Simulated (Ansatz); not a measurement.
System: fluorite AuAl2. Method: HSE06-D3(BJ) (Ansatz, an electronic-structure program, PAW).

Settings: plane-wave cutoff 460 eV, 8×8×8 k mesh, Fermi–Dirac smearing 0.05 eV, scalar-relativistic PAW data made under PBE.

Computed points:

```tsv
V (Å³/atom)	E − E_lowest (meV/atom)	P (GPa)
16.539	19.10	7.47
16.974	4.37	3.47
17.309	0.00	0.75
17.845	3.96	-3.01
18.099	9.99	-4.57
```

Problem. Estimate the bulk modulus from the pressures at 17.309 and 17.845 Å³/atom, and compare it with a fit to all energies.

Solution. B = −V dP/dV. Between V = 17.309 and 17.845 Å³/atom, dP/dV = (-3.01 − (0.75))/(17.845 − 17.309) = -7.01 GPa per Å³/atom; at the midpoint 17.577 Å³/atom this gives B ≈ 123 GPa. The third-order Birch–Murnaghan fit gives V0 = 17.409 Å³/atom, B0 = 129 GPa, B′ = 4.7, which lies 5 % above that estimate.

Spin–orbit coupling is not included; it can shift volumes and moduli of such heavy elements.

It cost about 8 core-minutes (a rough figure) of CPU time.
